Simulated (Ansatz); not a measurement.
Take CdSiP2 in the chalcopyrite structure (space group I-42d, No. 122) as the base.

```yaml
crystal:
  lattice:
    - [-2.82205, 2.82205, 5.24998]
    - [2.82205, -2.82205, 5.24998]
    - [2.82205, 2.82205, -5.24998]
  atoms:
    - { symbol: Cd, position: [0.75000, 0.25000, 0.50000] }
    - { symbol: Cd, position: [0.00000, 0.00000, 0.00000] }
    - { symbol: Si, position: [0.25000, 0.75000, 0.50000] }
    - { symbol: Si, position: [0.50000, 0.50000, 0.00000] }
    - { symbol: P, position: [0.16768, 0.12500, 0.54268] }
    - { symbol: P, position: [0.58232, 0.62500, 0.45732] }
    - { symbol: P, position: [0.37500, 0.83232, 0.95732] }
    - { symbol: P, position: [0.87500, 0.41768, 0.04268] }
```

Computed with Ansatz (a first-principles code), PBEsol, PAW, cutoff 420 eV, spin-orbit coupling left out.

For the base:

| Quantity | Value |
|---|---|
| Gap between the host's bands | 1.24 eV |

It is then changed as follows: hole doping at 3.0×10^21 cm⁻³ (0.502 per cell), with a uniform compensating background at fixed cell and a 300 K Fermi–Dirac width.

**Question.** Estimate the effect on the gap between the host's bands, Fermi level from band edge and largest internal atomic displacement.

**Answer.** The gap between the host's bands rises by 0.07 eV to 1.31 eV; the Fermi level relative to the doped band's edge (positive inside the band; to 0.05 eV) comes out as +0.35 eV; the largest internal atomic displacement comes out as 0.011 Å.

Charged cell with a jellium background: band edges are those of the host's band count, energies are not comparable with the neutral cell, and many-body gap narrowing is missing. Stability against distortions was not tested.
